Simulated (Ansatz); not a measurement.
System: EuF3 (Pnma, No. 62). Method: PBEsol (plane waves, PAW; Ansatz, a first-principles code).

Numerical settings: plane-wave cutoff 500 eV, 6×6×10 k mesh (along the axes of the cell as run), Fermi–Dirac smearing 0.05 eV, spin-polarised start, scalar-relativistic PAW data made under PBE.

Computed at the level's own relaxed cell.

Q: What does this level give for the volume per atom?

A: 
volume per atom: 12.57 Å³/atom

Note: the magnetic order was assumed, not searched for or taken from measurement; the 4f shell is treated without U or exact exchange, so its levels and filling can be wrong.

Spin–orbit coupling is not included.

The computed numbers hold no vibrational or temperature effects.

Computing time: around 60 core-minutes (rough).
